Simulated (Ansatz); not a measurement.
The starting structures come from a database of crystals and need not be the phases stable at ambient conditions.

Tunnelling through a barrier is set by its complex band structure: the current falls as exp(−2κd) with the smallest κ.

Data:

```xyz
10
Lattice="7.8101 0.0000 0.0000 3.9051 6.9346 0.0000 0.0000 4.3981 6.4541" Properties=species:S:1:pos:R:3 pbc="T T T"
Cs     3.9051     6.7659     4.8406
Cs     7.8101     4.5668     1.6135
Au     0.0000     0.0000     0.0000
Au     3.9051     2.1990     3.2270
Br     3.9051     4.2173     1.8517
Br     7.8101     7.1155     4.6023
Br     6.0493     3.4065     4.9990
Br     1.7608     0.9915     1.4551
Br     1.7608     3.4065     4.9990
Br     6.0493     0.9915     1.4551
```

Space group of this cell: I4/mmm. The cell is taken as given.

Transport runs along the normal of the first two printed cell vectors, the (101) plane of the conventional cell.

The gap is the functional's own, uncorrected, and κ follows it; spin-orbit coupling is left out. Mid-gap values are interpolated between the computed energies.

Question: Compute, with Ansatz (a program for electronic structure) with r2SCAN, the band gap and the smallest decay constant κ at mid-gap.

Answer: Gap 0.74 eV on a 6×6×6 mesh; κ = 0.080 1/Å, at (0.500, 0.167) of the in-plane reciprocal vectors. At the zone centre, at the nearest computed energy, the slowest state has κ = 0.16 1/Å.
